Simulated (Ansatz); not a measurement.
The starting structures come from a database of crystals and need not be the phases stable at ambient conditions.

 Where the default PAW files enter, the runs use the earlier of Ansatz's two default sets.

Inside the gap of an insulator the Bloch states are evanescent, with a wavenumber k + iκ along the transport direction.

Given:

```yaml
crystal:
  lattice:
    - [5.83516, 0.00000, 0.00000]
    - [-2.91758, 5.05340, 0.00000]
    - [2.91758, 1.68447, 2.38219]
  atoms:
    - { symbol: Rb, position: [0.00000, 0.00000, 0.00000] }
    - { symbol: Br, position: [0.00000, 0.50000, 0.50000] }
```

Space group of this cell: Pm-3m, CsCl type. The cell is taken as given.

Transport runs along the normal of the first two printed cell vectors, the (111) plane of the conventional cell.

The gap is the functional's own. No spin-orbit coupling. Mid-gap values are interpolated on the energy grid.

Problem. State the band gap and the smallest decay constant κ at mid-gap according to r2SCAN in Ansatz (a quantum-chemistry and plane-wave program).

Solution. Gap 4.83 eV on a 12×12×12 mesh; κ = 0.342 1/Å, at the zone centre.
